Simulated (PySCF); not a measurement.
PySCF 2.14.0, R2SCAN/def2-svp, df: Hf(NH2)3(Me) ([CH3][Hf]([NH2])([NH2])[NH2]), 14 atoms. The geometry is a generated start, not checked to be a minimum at this level.

```
Item                                                 Value
-------------------------  -------------------------------
task                                                energy
method                                              r2scan
basis                                             def2-svp
two-electron scheme                        density fitting
mol.max_memory                                     3000 MB
mf.max_cycle                                           100
mf.conv_tol                                1e-09 (default)
mf.grids.level                                 3 (default)
effective core potentials  those of the basis set, past Kr
basis functions                                        133
grid points                                         167888
```

```xyz
14

Hf     0.0599    -0.1386    -0.1610
N      1.6484     0.8862    -0.9655
H      2.0122     0.5324    -1.8533
H      2.4727     1.0115    -0.3713
N      0.9192    -1.3567     1.2539
H      1.2293    -0.8828     2.1065
H      1.6960    -1.9652     0.9821
N     -0.9499    -1.1612    -1.6318
H     -1.6092    -0.6588    -2.2317
H     -1.3866    -2.0636    -1.4443
C     -1.3321     1.2532     0.9220
H     -0.7824     2.0454     1.4497
H     -1.9315     0.7345     1.6833
H     -2.0458     1.7637     0.2615
```

Charge 0 and multiplicity 1 are set for this test and not shown to be the ground state.

With the defaults (mf.DIIS = CDIIS, mf.diis = true, mf.level_shift = 0, mf.diis_damp = 0, mf.diis_space = 8, mf.init_guess = minao, mf.damp = 0, mf.diis_start_cycle = 1, newton = off) it converges in 13 Fock builds. One run each on 2 threads, 1 BLAS thread, with these changes:
- mf.diis_space = 5
- mf.DIIS = EDIIS
- mf.diis_damp = 0.3
- mf.damp = 0.3, mf.diis_start_cycle = 4
- mf.diis_space = 20
- mf.init_guess = 1e
- newton = Hessian by the SCF's own integrals
- mf.level_shift = 1 Hartree
- mf.diis = false

Q: Which runs fail or end elsewhere than the default run?

A: No convergence: mf.DIIS = EDIIS; mf.diis = false (the run ends without SCF convergence in 100 cycles). The rest reach the solution of the defaults.

| setting | Fock builds | end |
|---|---|---|
| mf.diis_damp = 0.3 | 12 | same solution |
| the defaults | 13 | same solution |
| mf.diis_space = 20 | 13 | same solution |
| mf.diis_space = 5 | 14 | same solution |
| mf.damp = 0.3, mf.diis_start_cycle = 4 | 16 | same solution |
| mf.init_guess = 1e | 19 | same solution |
| newton = Hessian by the SCF's own integrals | 32 | same solution |
| mf.level_shift = 1 Hartree | 43 | same solution |
| mf.DIIS = EDIIS | 101 | no convergence |
| mf.diis = false | 101 | no convergence |

Under newton the count holds the products with the orbital Hessian.
